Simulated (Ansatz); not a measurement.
A self-consistent single point of the (110) slab of Cu (cut from a parent of space group no. 139; 5 atoms in the cell) with Ansatz (a quantum-chemistry and plane-wave program).

Level of theory: LDA (PW92), default PAW files made with PBE (plane waves; Ansatz).

The change in words: vacuum of 4 angstrom (first run: 14 Å). Reference geometry:
```yaml
crystal:
  lattice:
    - [2.47009, 0.00000, 0.00000]
    - [-3.42864, 2.27652, 0.00000]
    - [0.00000, 0.00000, 22.23119]
  atoms:
    - { symbol: Cu, position: [0.00000, 0.75000, 0.31487] }
    - { symbol: Cu, position: [0.00000, 0.25000, 0.40744] }
    - { symbol: Cu, position: [0.00000, 0.75000, 0.50000] }
    - { symbol: Cu, position: [0.00000, 0.25000, 0.59256] }
    - { symbol: Cu, position: [0.00000, 0.75000, 0.68513] }
```

Reference input (self-consistent single point, DFT, LDA (PW92), plane waves, default PAW files made with PBE): basis.ecutwfc = 420 eV; kpoints.mp_grid.grid = 15 15 1; hamiltonian.xc = lda; hamiltonian.pseudopotentials = {kind: paw} (the program's default PAW files); scf.occupations.method = gaussian; scf.occupations.width = 0.1 eV. This run's input differs from it in these lines:

Ansatz 0.2 input:
```diff
@@ -5,9 +5,9 @@
     - [-3.42863700, 2.27652300, 0.00000000]
-    - [0.00000000, 0.00000000, 22.23119300]
+    - [0.00000000, 0.00000000, 12.23118800]
   atoms:
-    - { symbol: Cu, position: [0.00000000, 0.75000000, 0.31487300] }
-    - { symbol: Cu, position: [0.00000000, 0.25000000, 0.40743600] }
+    - { symbol: Cu, position: [0.00000000, 0.75000000, 0.16351600] }
+    - { symbol: Cu, position: [0.00000000, 0.25000000, 0.33175700] }
     - { symbol: Cu, position: [0.00000000, 0.75000000, 0.50000000] }
-    - { symbol: Cu, position: [1.00000000, 0.25000000, 0.59256400] }
-    - { symbol: Cu, position: [0.00000000, 0.75000000, 0.68512700] }
+    - { symbol: Cu, position: [1.00000000, 0.25000000, 0.66824300] }
+    - { symbol: Cu, position: [0.00000000, 0.75000000, 0.83648400] }
 basis:
```

Log, with long lists cut:

```
SCF iter   1: F=—  HF=-32777.219898 eV  |F-HF|=—  |Δ(HF+E_count)|=         —  Δρ=2.41e-2  dr2=3.95e-1  ethr=1.77e-3  ⟨swp⟩=5.5  Hψ=12013  notcnv=0  defer=64
all-band conjugate gradients solve this SCF's bands
preconditioner: auto → LDOS
SCF iter   2: F=—  HF=-32777.598443 eV  |F-HF|=—  |Δ(HF+E_count)|=   3.79e-1  Δρ=6.58e-2  dr2=1.60e0  ethr=4.16e-4  ⟨swp⟩=2.2  Hψ=7669  notcnv=0  defer=224  recentre
   [... lines left out ...]
SCF iter   7: F=—  HF=-32777.164255 eV  |F-HF|=—  |Δ(HF+E_count)|=   1.58e-5  Δρ=2.09e-4  dr2=3.01e-5  ethr=1.14e-7  ⟨swp⟩=2.3  Hψ=4819  notcnv=0  defer=218
SCF iter   8: F=—  HF=-32777.164246 eV  |F-HF|=—  |Δ(HF+E_count)|=   8.32e-6  Δρ=8.12e-5  dr2=3.30e-6  ethr=3.17e-8  ⟨swp⟩=2.0  Hψ=5042  notcnv=0  defer=218
SCF iter   9: F=—  HF=-32777.164246 eV  |F-HF|=—  |Δ(HF+E_count)|=   2.04e-7  Δρ=2.78e-5  dr2=6.49e-7  ethr=3.47e-9  ⟨swp⟩=2.0  Hψ=4935  notcnv=0  defer=218
SCF iter  10: F=-32777.164246 eV  HF=-32777.164246 eV  |F-HF|=8.26e-9  |Δ(HF+E_count)|=  3.86e-10  Δρ=4.64e-6  dr2=1.24e-8  ethr=1.05e-10  ⟨swp⟩=8.6  Hψ=16227  notcnv=0
SCF 1 converged in 10 iterations: F = -32777.164246 eV  dr2 = 1.24e-8
Free energy (F): -32777.164246 eV
Internal energy: -32777.156088 eV  (E = F + TS)
E sigma→0 (E₀):  -32777.160167 eV
Entropy (-TS):   -0.008158 eV (-1.632 meV/atom)
Fermi energy:    13.299693 eV
--- Forces (eV/Å), atoms counted from 1 ---
  atom   1  Cu     0.00000000     0.00000000     0.21234647
  atom   2  Cu    -0.00000000     0.00000000    -0.06870108
  atom   3  Cu     0.00000000     0.00000000     0.00000000
  atom   4  Cu     0.00000000    -0.00000000     0.06870108
  atom   5  Cu    -0.00000000    -0.00000000    -0.21234647
--- Stress (GPa, compression-positive) ---
      -10.059185      -1.158124      -0.000000
       -1.158124     -11.034454      -0.000000
       -0.000000      -0.000000      -9.258810
  P = ⅓ Tr σ = -10.1175 GPa (-101.175 kbar)
  The stress holds the Pulay correction. Without it, at fixed plane waves, as pw.x and ABINIT print it: P = -10.2051 GPa
```

The run converged in 10 iterations. Against the reference run the free energy goes down by 29.9 meV/atom and the largest force goes from 0.396 to 0.212 eV/Å.

The starting cell comes from a database of computed structures (which also holds hypothetical and non-ambient phases and stackings), without a prior relaxation at this level. The slab is cut from that crystal, and its faces are unrelaxed. Its lattice was rescaled by up to half a per cent. Spin polarisation is off.
